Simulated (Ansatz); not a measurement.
**TaAs with two functionals, pressure 1.8 GPa**

The parent structure is TaAs (space group I4_1md, No. 109; a = 3.463 Å, c = 11.733 Å).

(Cell as relaxed with PBE.)

Levels (all Ansatz, an electronic-structure program, PAW): PBE (420 eV, without spin-orbit coupling); PBEsol (420 eV, no SOC).

Each level relaxes its own structure.

```csv
base,PBE,PBEsol
volume per atom,17.59 Å³,17.02 Å³
lattice parameter a,3.463 Å,3.429 Å
band gap,zero,zero
```

It is then changed as follows: cell and atoms relaxed at a pressure of 1.8 GPa.

```tsv
quantity	PBE	PBEsol
c/a ratio	3.382	3.372
lattice parameter a	3.453 Å	3.420 Å
band gap	zero	zero
```

PBE's c/a ratio lies 0.010 above PBEsol's; PBE's lattice parameter a lies 0.033 Å above PBEsol's (1.0 %); the two agree on the band gap. Neither level is exact; PBEsol is the comparison here, not a measurement.

Spin-orbit coupling, missing from the scalar runs, can matter with Ta. Load acts through the strain it causes; cell and atoms are relaxed under it. No phonon test of stability was made. All final runs are without spin polarisation. The zero or small gap of TaAs can change with the level of theory.
